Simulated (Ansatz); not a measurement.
The parent structure is LiF in the CsCl type structure (space group Pm-3m, No. 221; a = 2.517 Å; a model cell, its experimental status unchecked). Axes: x, y, z lie along the cube axes.

Method: r2SCAN/PAW in Ansatz (a quantum-chemistry and plane-wave program), no SOC.

A first run, uniaxial strain ε_zz = +0.65 %, gives secant values C11 ≈ 280 GPa and C12 ≈ -29 GPa from its stress. A second run applies isotropic strain −1.84 %.

Question: What does linear elasticity predict for the bulk modulus −ΔP/(ΔV/V₀) in the second run, and what does the run give?

Answer: Linear elasticity: (C11 + 2 C12)/3 = 74 GPa. The run gives 90 GPa; any difference comes from nonlinear terms at these strains and numerical noise.

Whether these cells are dynamically stable was not tested. This is not the structure that LiF has at room temperature and ambient pressure.
